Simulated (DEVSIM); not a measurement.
abrupt Si p-n junction

Device: abrupt Si p-n junction, at 300 K.

```tsv
layer (left to right)	material	thickness (μm)	Nd (cm⁻³)	Na (cm⁻³)	τn (s)	τp (s)
1	Si	0.630	-	1.6e16	1.2e-5	1.2e-5
2	Si	0.400	1.5e16	-	1.2e-5	1.2e-5
```

Left contact: ohmic. Right contact: ohmic. Voltage is applied to the left contact. Recombination: SRH at mid-gap, radiative. Mobility is μmin + (μ − μmin)/(1 + (N/Nref)^α).

Constants are typed, rounded textbook-type inputs, not results; the design itself was drawn at random and stands for no fabricated device. Values at 300 K.

| parameter | Si |
|---|---|
| gap (eV) | 1.124 |
| affinity (eV) | 4.05 |
| permittivity | 11.7 |
| Nc (cm⁻³) | 2.86e19 |
| Nv (cm⁻³) | 3.1e19 |
| μn (cm²/Vs) | 1417 |
| μp (cm²/Vs) | 470 |
| μn,min | 52 |
| μp,min | 45 |
| Nref,n | 9.7e16 |
| Nref,p | 2.2e17 |
| αn | 0.68 |
| αp | 0.72 |
| B (cm³/s) | 4.7e-15 |

Simulated with DEVSIM: 1D drift-diffusion, Boltzmann statistics, complete ionisation; no tunnelling, impact ionisation, image-force lowering or self-heating.

```
Property                                           Result
---------------------------------------------  ----------
Potential step across the device at zero bias     0.733 V
Largest field in the device at zero bias       40000 V/cm
Dark forward voltage at 1 A/cm²                   0.535 V
Dark forward voltage at 100 A/cm²                 0.661 V
```

Dark forward current:

(V (V), J (A/cm²)): (0.05, 7.9e-9); (0.10, 6.0e-8); (0.15, 4.1e-7); (0.20, 2.8e-6); (0.25, 1.9e-5); (0.30, 0.00013); (0.35, 0.00085); (0.40, 0.0058); (0.45, 0.039); (0.50, 0.26); (0.55, 1.7); (0.60, 12); (0.65, 71); (0.70, 350); (0.75, 1200); (0.80, 2800)
